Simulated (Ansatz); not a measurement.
A computed series for CaF2: pressure series

Base system: CaF₂ in the fluorite structure (space group Fm-3m, No. 225; a = 5.420 Å).

Cell and atoms are relaxed at each pressure.

Computed with PBEsol (Ansatz, a program for electronic structure; PAW; 420 eV plane waves; scalar-relativistic without spin-orbit coupling).

Notes on the quantities. enthalpy: H = E + PV relative to the base's energy; band gap: an upper bound: an edge found on the path is not a true extremum; the base alone.

```
case              lattice parameter a       enthalpy  band gap
----------------  -------------------  -------------  --------
base                          5.420 Å              –   7.25 eV
pressure −2 GPa               5.465 Å  -0.17 eV/atom   7.11 eV
pressure −1 GPa               5.442 Å  -0.08 eV/atom   7.18 eV
pressure 0.3 GPa              5.414 Å  +0.02 eV/atom   7.27 eV
pressure 0.7 GPa              5.406 Å  +0.06 eV/atom   7.29 eV
pressure 1.5 GPa              5.390 Å  +0.12 eV/atom   7.35 eV
pressure 3 GPa                5.363 Å  +0.24 eV/atom   7.44 eV
pressure 5 GPa                5.328 Å  +0.40 eV/atom   7.55 eV
pressure 7.5 GPa              5.290 Å  +0.60 eV/atom   7.69 eV
pressure 10 GPa               5.254 Å  +0.79 eV/atom   7.81 eV
```

Load acts through the strain it causes; cell and atoms are relaxed under it. Whether these cells are dynamically stable was not tested. Competing high-pressure phases were not computed. The base started in Pca2_1 and relaxed to Fm-3m at this level.
